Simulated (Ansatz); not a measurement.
Cost and result by functional for the surface energy of the (110) surface of silicon in its 1x1 cell, relaxed from an ideal cut (the real face may reconstruct), outermost plane spacing 1.93 Å in the ideal cut, in Ansatz (plane waves, PAW). Single points on the PBE structure, on one kind of machine; costs are rough ratios of the slab run's core time (references not counted) to the cheapest single point. r2SCAN's cost holds its higher cutoff (500 against 420 eV). Differences are taken against r2SCAN for comparison alone: no measured value is at hand, so the table doesn't rank accuracy.

Slab: 14 atoms, 11.6 Å thick at the start; k 7x5x1, smearing 0.025 eV, dipole-corrected; all atoms relaxed; start symmetry kept, larger cells not searched; no spin (no spin-polarised run to compare, though such a face may carry moments), no spin-orbit, no U. The slab shows no gap on its mesh. These notes are the PBE run's.

```json
[
 {"functional": "RPBE", "relative cost": "1", "surface energy (J/m²)": "1.68", "less r2SCAN (J/m²)": "-0.24"},
 {"functional": "LDA", "relative cost": "1", "surface energy (J/m²)": "1.86", "less r2SCAN (J/m²)": "-0.07"},
 {"functional": "PBEsol", "relative cost": "1", "surface energy (J/m²)": "1.82", "less r2SCAN (J/m²)": "-0.10"},
 {"functional": "r2SCAN", "relative cost": "2", "surface energy (J/m²)": "1.92", "less r2SCAN (J/m²)": "0.00"},
 {"functional": "PBE (the relaxed run's value)", "relative cost": "–", "surface energy (J/m²)": "1.75", "less r2SCAN (J/m²)": "-0.17"}
]
```

The values span 0.24 J/m², while the single points' costs differ by a factor of roughly 2. Differences are of unrounded values.

Ansatz is a program for electronic structure.
